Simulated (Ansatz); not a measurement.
## What Ta → Sc does to KTaO3

Consider KTaO$_{3}$ in the cubic perovskite structure (space group Pm-3m, No. 221; a = 3.9853 Å).

Perturbation: every Ta is replaced by Sc; the structure is relaxed again.

All numbers come from Kohn–Sham DFT with the PBEsol functional, run in Ansatz (a program for electronic structure) with PAW and 420 eV plane waves, scalar-relativistic without spin-orbit coupling. Settings: 11×11×11 k-points, 0.05 eV Fermi–Dirac smearing, for the changed cell.

```tsv
quantity	base	changed	shift
volume per atom	12.66 Å³	14.12 Å³	+1.46 Å³
density	7.03 g/cm³	3.11 g/cm³	-3.926 g/cm³
lattice parameter a	3.985 Å	4.133 Å	+0.148 Å
space group	Pm-3m (No. 221)	Pm-3m (No. 221)	–
shortest interatomic distance	1.993 Å	2.066 Å	+0.0738 Å
band gap	2.14 eV	zero	–
```

With Ta present, leaving out spin-orbit coupling can change the band edges. No phonon test of stability was made. For KScO3 in this form, whether it has been made was not checked. All final runs are without spin polarisation. KScO3 has a high density of states at the Fermi level and may be magnetic at this level.
